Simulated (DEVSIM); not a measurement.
# abrupt Si n-p junction

System: abrupt Si n-p junction, at 300 K.

| layer (left to right) | material | thickness (μm) | Nd (cm⁻³) | Na (cm⁻³) | τn (s) | τp (s) |
|---|---|---|---|---|---|---|
| 1 | Si | 5.30 | 3.9e17 | - | 0.00097 | 0.00097 |
| 2 | Si | 0.390 | - | 1.2e16 | 0.00097 | 0.00097 |

Left contact: ohmic. Right contact: ohmic. Voltage is applied to the left contact. Recombination: SRH at mid-gap, Auger. Mobility is constant in doping.

Constants are typed, rounded textbook-type inputs, not results; the design itself was drawn at random and stands for no fabricated device. Values at 300 K.

| parameter | Si |
|---|---|
| gap (eV) | 1.124 |
| affinity (eV) | 4.05 |
| permittivity | 11.7 |
| Nc (cm⁻³) | 2.86e19 |
| Nv (cm⁻³) | 3.1e19 |
| μn (cm²/Vs) | 1417 |
| μp (cm²/Vs) | 470 |
| Cn (cm⁶/s) | 2.8e-31 |
| Cp (cm⁶/s) | 9.9e-32 |

DEVSIM, 1D drift-diffusion, Boltzmann statistics, complete ionisation; no tunnelling, impact ionisation, image-force lowering or self-heating.

| Item | Value |
|---|---|
| Potential step across the device at zero bias | 0.810 V |
| Largest field in the device at zero bias | 57000 V/cm |
| Dark forward voltage at 1 A/cm² | 0.513 V |
| Dark forward voltage at 100 A/cm² | 0.639 V |

Dark reverse current:

| V (V) | J (A/cm²) |
|---|---|
| 0.10 | 5.9e-9 |
| 0.25 | 7.7e-9 |
| 0.50 | 1.2e-8 |
| 0.75 | 1.9e-8 |
| 1.00 | 2.9e-8 |
| 1.50 | 5.2e-8 |
| 2.00 | 7.7e-8 |
| 2.50 | 1.0e-7 |
| 3.25 | 1.4e-7 |
| 4.00 | 1.8e-7 |
| 5.00 | 2.3e-7 |

Dark forward current:

```csv
V (V),J (A/cm²)
-0.05,-2.8e-8
-0.10,-2.1e-7
-0.15,-1.3e-6
-0.20,-8.7e-6
-0.25,-5.6e-5
-0.30,-0.00036
-0.35,-0.0023
-0.45,-0.097
-0.50,-0.62
-0.55,-4.0
-0.60,-25
-0.65,-150
-0.70,-720
-0.75,-2400
```
